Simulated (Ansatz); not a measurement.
# Pressure series in Si

Take Si in the diamond structure (space group Fd-3m, No. 227; a = 5.470 Å) as the base.

Cell and atoms are relaxed at each pressure.

The values are results of PBE (Ansatz, a quantum-chemistry and plane-wave program, PAW, no spin-orbit coupling), earlier PAW set, not measurements.

Computed cases, in order: pressure −2 GPa; pressure −1 GPa; 0 GPa (base); pressure 3 GPa; pressure 7 GPa; pressure 15 GPa; pressure 30 GPa; pressure 50 GPa; pressure 75 GPa; pressure 100 GPa.

### Question
Between which two neighbouring cases does the band gap open or close?

### Answer
Between pressure 30 GPa (0.15 eV) and pressure 50 GPa (zero). The whole series: pressure −2 GPa: 0.66 eV; pressure −1 GPa: 0.63 eV; 0 GPa (base): 0.61 eV; pressure 3 GPa: 0.56 eV; pressure 7 GPa: 0.48 eV; pressure 15 GPa: 0.36 eV; pressure 30 GPa: 0.15 eV; pressure 50 GPa: zero; pressure 75 GPa: zero; pressure 100 GPa: zero.

A case with no gap was solved on a k-mesh chosen for an insulator, which is coarse for it. Load acts through the strain it causes; cell and atoms are relaxed under it. No phonon test of stability was made. Measured, Si leaves this structure (for the β-tin structure) near 12 GPa (room temperature; as listed in arXiv:1906.07825). A zero or small gap of Si under pressure 30 GPa and Si under pressure 50 GPa can be the functional's error rather than a property of the material.
